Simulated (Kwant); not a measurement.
Model system: wire with a row of barriers in a CdTe two-dimensional gas. Effective mass 0.096 mₑ, grid spacing 4 nm, hard walls, nominal width 80 nm (19 grid rows, so walls 80 nm apart), one parabolic valley, scattering region 400 nm long along x; energies count from the band bottom; Fermi energy swept from 0.00048962 to 0.0058143 eV. 4 barrier(s) across the wire, height 0.027 eV, thickness 8 nm (about 2 grid columns), spaced by 32 nm.

The device is made up for the run: typed textbook-type constants, with dimensions and the other settings drawn at random.

Computed with Kwant: effective-mass tight-binding model on a square grid, one spin, coherent transport at 0 K. Conductance is in e²/h.

How many channels do the leads carry at E = 3.07, 4.78 meV?

The hard-wall thresholds are n² ħ²π²/(2mW²) = n² × 0.612 meV with W = 80 nm. √(3.07/0.612) = 2.24, so 2. √(4.78/0.612) = 2.79, so 2.
